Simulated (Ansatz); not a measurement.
We consider SiO₂ (P4₁2₁2, No. 92), described by BLYP (PAW; Ansatz, a first-principles code).

Settings: plane-wave cutoff 520 eV, 8×8×6 k mesh (along the axes of the cell as run), Fermi–Dirac smearing 0.01 eV, scalar-relativistic PAW data made under PBE.

Shape and atoms are relaxed at each volume.

The direct gap at Γ against volume; x = 100 ln(V/16.057 Å³). One gap is withheld.

| V (Å³/atom) | x | gap (eV) |
|---|---|---|
| 15.415 | -4.08 | 5.510 |
| 15.736 | -2.02 | 5.477 |
| 16.057 | 0.00 | 5.445 |
| 16.378 | 1.98 | 5.416 |
| 16.699 | 3.92 | ? |

### Question
Fit a straight line to the rows shown, give the volume deformation potential and predict the withheld gap.

### Answer
Means of the 4 rows: x̄ = -1.030, ȳ = 5.4620 eV. Σ(x − x̄)(y − ȳ) = -0.3172 and Σ(x − x̄)² = 20.404, so the slope is -0.0155 eV per unit of x, and dE_g/d ln V = -1.6 eV. At x = 3.92: 5.4620 + (-0.0155) × (3.92 − (-1.030)) = 5.385 eV. The run gives 5.389 eV, 0.004 eV above the line.

Note: the cell is over a tenth larger than the published one: the level's own overestimate first of all, though another phase or state, or a fault of the published cell, is possible; the bulk modulus comes from volumes at which shape and atoms were relaxed.
